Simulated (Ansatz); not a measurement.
# Ansatz run on the (001) slab of SrHI (cut from a parent of space group no. 129; 6 atoms in the cell): self-consistent single point

Method: PBEsol, default PAW files made with PBE (plane waves; Ansatz, an electronic-structure program).

Input as run:

Ansatz 0.2 input:
```yaml
# SrHI
crystal:
  lattice:
    - [4.302439, 0.000000, 0.000000]
    - [0.000000, 4.302439, 0.000000]
    - [0.000000, 0.000000, 19.753105]
  atoms:
    - { symbol: Sr, position: [0.000000, 0.500000, 0.566837] }
    - { symbol: Sr, position: [0.500000, 0.000000, 0.433163] }
    - { symbol: H, position: [0.500000, 0.500000, 0.500003] }
    - { symbol: H, position: [0.000000, 0.000000, 0.500003] }
    - { symbol: I, position: [0.000000, 0.500000, 0.354375] }
    - { symbol: I, position: [0.500000, 0.000000, 0.645625] }
basis:
  ecutwfc: 420.0
kpoints:
  mp_grid:
    grid: [5, 5, 1]
hamiltonian:
  xc: pbesol
  pseudopotentials:
    kind: paw
scf:
  occupations:
    method: fermi_dirac
    width: 0.05
output:
  forces: true
  eigenvalues: true
  stress: true
```

Log, with long lists cut:

```
WARN the atoms were moved onto the symmetric positions of the space group found under crystal.symmetry.tolerance 1.0e-5 (fractional …
WARN ansatz: RAYON_NUM_THREADS=1 ignored (pool sized by the plan → 1); use --threads N
Pseudopotentials: kind: paw
Pseudopotential: Sr, paw, valence charge 10
Pseudopotential: H, paw, valence charge 1
Pseudopotential: I, paw, valence charge 17
Crystal: 6 atoms, lattice volume = 365.649 Å³
Basis set: ecut = 420 eV, 7091 PW (Γ), exchange–correlation on 60×60×270 points (8 copies of the dense FFT grid, shifted against one another)
Bands: 34, of which v1, the nominal top of the filled ones, is band 28 counted from 1 (27 counted from 0)
Symmetry: 16 space group operations
Space group: P4/nmm (ITA 129), of the structure as read, at distance tolerance 7.2e-5 Å
k-points: 6 of 25
PAW frozen core: Sr, regenerated for the run's functional, and the local potential with it
PAW frozen core: I, regenerated for the run's functional, and the local potential with it
Initial density: superposition of atomic densities (neutral atoms: chi_scale 0, normalization atom), corrected by the library's trained network
Initial wavefunctions: pseudopotential atomic-orbital guess
Eigensolver: davidson
Functional: x = pbesol(κ = 0.804, μ = 0.12345679012345678), c = pbesol(β = 0.046)
SCF iter   1: F=—  HF=-21887.409503 eV  |F-HF|=—  |Δ(HF+E_count)|=         —  Δρ=2.75e-3  dr2=5.24e-2  ethr=1.77e-3  ⟨swp⟩=18.2  Hψ=1537  notcnv=0
all-band conjugate gradients solve this SCF's bands
preconditioner: auto → Resta (q_TF=auto, 1.996 Å⁻¹)
SCF iter   2: F=—  HF=-21887.398623 eV  |F-HF|=—  |Δ(HF+E_count)|=   1.09e-2  Δρ=1.32e-3  dr2=5.70e-3  ethr=9.36e-5  ⟨swp⟩=3.5  Hψ=389  notcnv=0  defer=11
SCF iter   3: F=—  HF=-21887.398655 eV  |F-HF|=—  |Δ(HF+E_count)|=   3.20e-5  Δρ=5.10e-4  dr2=9.72e-4  ethr=1.02e-5  ⟨swp⟩=2.2  Hψ=304  notcnv=0  defer=11
SCF iter   4: F=—  HF=-21887.398949 eV  |F-HF|=—  |Δ(HF+E_count)|=   2.94e-4  Δρ=1.00e-4  dr2=4.06e-5  ethr=1.74e-6  ⟨swp⟩=2.0  Hψ=240  notcnv=0  defer=11
SCF iter   5: F=—  HF=-21887.398950 eV  |F-HF|=—  |Δ(HF+E_count)|=   1.03e-6  Δρ=2.25e-5  dr2=1.44e-6  ethr=7.26e-8  ⟨swp⟩=2.5  Hψ=310  notcnv=0  defer=12
SCF iter   6: F=-21887.398953 eV  HF=-21887.398952 eV  |F-HF|=1.91e-7  |Δ(HF+E_count)|=   1.91e-6  Δρ=4.57e-6  dr2=4.35e-8  ethr=1.79e-10  ⟨swp⟩=13.5  Hψ=1329  notcnv=0
SCF 1 converged in 6 iterations: F = -21887.398953 eV  dr2 = 4.35e-8
SCF converged after 6 iterations
Free energy (F): -21887.398953 eV
Harris-Foulkes:  -21887.398952 eV  (|F-HF|=1.91e-7)
Internal energy: -21887.398953 eV  (E = F + TS)
E sigma→0 (E₀):  -21887.398953 eV
Fermi energy:    0.549945 eV
--- Per-component energies (eV) ---
  E_band       = -1324.937784
  E_kinetic    = 893.047117
  E_local      = -22243.838512  (includes V_loc(G=0)·N_el)
  E_nonlocal   = 232.152146
  E_hartree    = 10658.211026
  E_xc         = -614.686280
  E_vxc        = -602.056858  (∫ρ·V_xc dr)
  E_paw        = -14764.196898  (= ΣΔE_a)
  E_vpaw       = -920.669222  (= ΣTr[D̂ρ^β])
  E_aug_tail   = -0.002157  (compensation charges beyond the density's cutoff)
  E_ewald      = 3950.821627
  E_core_change = 1.092979  (= ΣΔE_core)
  E_smearing   = -0.000000  (= −TS)
  E_closure    = -0.000000  (closes the sum)
  Σ components = -21887.398953   (vs F -21887.398953, Δ=0.00e0)
--- Forces (eV/Å), atoms counted from 1 ---
  atom   1  Sr     0.00000000     0.00000000    -0.05337138
  atom   2  Sr     0.00000000     0.00000000     0.05337138
  atom   3  H      0.00000000     0.00000000     0.00000000
  atom   4  H      0.00000000     0.00000000    -0.00000000
  atom   5  I     -0.00000000     0.00000000     0.16510630
  atom   6  I     -0.00000000     0.00000000    -0.16510630
  max |Σ_I F_I| component: 2.78e-17 eV/Å
--- Stress (GPa, compression-positive) ---
       -0.859325       0.000000       0.000000
        0.000000      -0.859325       0.000000
        0.000000       0.000000      -0.477801
  P = ⅓ Tr σ = -0.7322 GPa (-7.322 kbar)
  The stress holds the Pulay correction. Without it, at fixed plane waves, as pw.x and ABINIT print it: P = -0.7460 GPa
--- Band table (eV; the first three rows and the last of 6) ---
  k-point 0: bands = ["-44.6511", "-44.6511", "-44.6476", "-44.6476", "-44.6351", "-44.6351", "-44.6351", "-44.6351", "-44.6298", "-44.6298", "-34.8561", "-34.8336", "-17.0373", "-16.8811", "-16.8619", "-16.8619", "-16.7800", "-16.7800", "-12.5253", [...]
  k-point 1: bands = ["-44.6512", "-44.6512", "-44.6475", "-44.6475", "-44.6351", "-44.6351", "-44.6351", "-44.6351", "-44.6298", "-44.6297", "-34.8521", "-34.8339", "-17.0234", "-16.9581", "-16.8495", "-16.8368", "-16.8350", "-16.7831", "-12.4422", [...]
  k-point 2: bands = ["-44.6512", "-44.6512", "-44.6473", "-44.6473", "-44.6352", "-44.6352", "-44.6351", "-44.6351", "-44.6297", "-44.6297", "-34.8435", "-34.8366", "-17.0380", "-17.0351", "-16.8769", "-16.8476", "-16.8214", "-16.7959", "-12.3085", [...]
  k-point 5: bands = ["-44.6513", "-44.6513", "-44.6470", "-44.6470", "-44.6352", "-44.6352", "-44.6352", "-44.6352", "-44.6296", "-44.6296", "-34.8366", "-34.8344", "-17.0136", "-17.0006", "-16.9261", "-16.9043", "-16.8538", "-16.8452", "-12.2370", [...]
```

The run converged in 6 iterations.

The starting cell comes from a database of computed structures (which also holds hypothetical and non-ambient phases and stackings), without a prior relaxation at this level. The slab is cut from that crystal, and its faces are unrelaxed. Its lattice was rescaled by up to half a per cent. Spin-orbit coupling is off. Spin polarisation is off, though cut faces can carry moments; a gap of a slab can lie between surface states.
